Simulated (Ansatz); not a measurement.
The starting structures come from a database of crystals and need not be the phases stable at ambient conditions.

 Where the default PAW files enter, the runs use the earlier of Ansatz's two default sets.

Input:

```
CELL_PARAMETERS angstrom
      4.17146     0.00000     0.00000
      0.00000     6.51340     0.00000
      0.00000    -1.99694     7.56641
ATOMIC_POSITIONS crystal
  Ca 0.75000 0.67065 0.92124
  Ca 0.25000 0.32935 0.07876
  Bi 0.75000 0.67574 0.40715
  Bi 0.25000 0.32426 0.59285
  Cl 0.75000 0.05555 0.81503
  Cl 0.25000 0.94445 0.18497
  O  0.25000 0.52910 0.40194
  O  0.75000 0.47090 0.59806
  O  0.25000 0.51136 0.85720
  O  0.75000 0.48864 0.14280
```

Space group of this cell: P2_1/m. The cell is taken as given; by r2SCAN its mean pressure is -2.8 GPa.

Transport runs along the normal of the first two printed cell vectors.

The gap is the functional's own, uncorrected, and κ follows it; spin-orbit coupling is left out. Mid-gap values are interpolated between the computed energies.

Q: Give the band gap and the smallest decay constant κ at mid-gap that Ansatz (an electronic-structure program) with r2SCAN yields.

A: Gap 3.96 eV on a 8×6×4 mesh; κ = 0.371 1/Å, at the zone centre.
